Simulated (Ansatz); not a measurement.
# KI, response to strain

Start from KI in the rock salt structure (space group Fm-3m, No. 225; a = 7.182 Å).

Strains are applied to the cell and any free atomic positions relax.

Computed with Ansatz (an electronic-structure program) PBE, no spin-orbit coupling.

Candidates:
(a) isotropic strain −1.50 %
(b) isotropic strain +2.50 %
(c) isotropic strain −2.50 %
(d) isotropic strain +2.00 %
(e) isotropic strain +3.00 %

Notes on the quantities. energy relative to the base: free energy F.

**Question.** Order them by energy relative to the base, lowest first.

**Answer.** (a) isotropic strain −1.50 % (+3.3 meV/atom), (d) isotropic strain +2.00 % (+5.1 meV/atom), (b) isotropic strain +2.50 % (+7.8 meV/atom), (c) isotropic strain −2.50 % (+9.5 meV/atom), (e) isotropic strain +3.00 % (+11 meV/atom)

No phonon test of stability was made.
